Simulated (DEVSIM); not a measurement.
# abrupt GaAs p-n junction

System: abrupt GaAs p-n junction, at 300 K.

| layer (left to right) | material | thickness (μm) | Nd (cm⁻³) | Na (cm⁻³) | τn (s) | τp (s) |
|---|---|---|---|---|---|---|
| 1 | GaAs | 50.0 | - | 1e16 | 7.3e-9 | 7.3e-9 |
| 2 | GaAs | 57.0 | 4.3e14 | - | 7.3e-9 | 7.3e-9 |

Left contact: ohmic. Right contact: ohmic. Voltage is applied to the left contact. Recombination: SRH at mid-gap, radiative. Mobility is constant in doping.

The device is made up for the run: typed textbook-type constants, with dimensions and the other settings drawn at random. Values at 300 K.

```tsv
parameter	GaAs
gap (eV)	1.424
affinity (eV)	4.07
permittivity	12.9
Nc (cm⁻³)	4.7e17
Nv (cm⁻³)	9e18
μn (cm²/Vs)	8500
μp (cm²/Vs)	400
B (cm³/s)	2e-10
```

Model (solved in DEVSIM): 1D drift-diffusion, Boltzmann statistics, complete ionisation; no tunnelling, impact ionisation, image-force lowering or self-heating.

```
Quantity                                           Result
---------------------------------------------  ----------
Potential step across the device at zero bias     1.067 V
Largest field in the device at zero bias       11000 V/cm
Dark forward voltage at 1 A/cm²                   0.978 V
```

Dark reverse current:

| V (V) | J (A/cm²) |
|---|---|
| -0.20 | -7.1e-10 |
| -0.50 | -1.5e-9 |
| -1.00 | -2.5e-9 |
| -1.50 | -3.3e-9 |
| -2.00 | -4.1e-9 |
| -3.00 | -5.4e-9 |
| -4.00 | -6.5e-9 |
| -5.00 | -7.5e-9 |
| -6.50 | -8.9e-9 |
| -8.00 | -1.0e-8 |
| -10.00 | -1.2e-8 |

Dark forward current:

```csv
V (V),J (A/cm²)
0.05,5.0e-10
0.15,5.1e-9
0.25,3.9e-8
0.35,3.0e-7
0.45,2.3e-6
0.55,1.8e-5
0.65,0.00015
0.75,0.0016
0.85,0.028
0.95,0.55
1.00,1.6
1.10,5.4
1.20,11
1.30,17
1.40,24
1.50,31
1.60,39
1.70,47
1.80,56
1.90,65
```
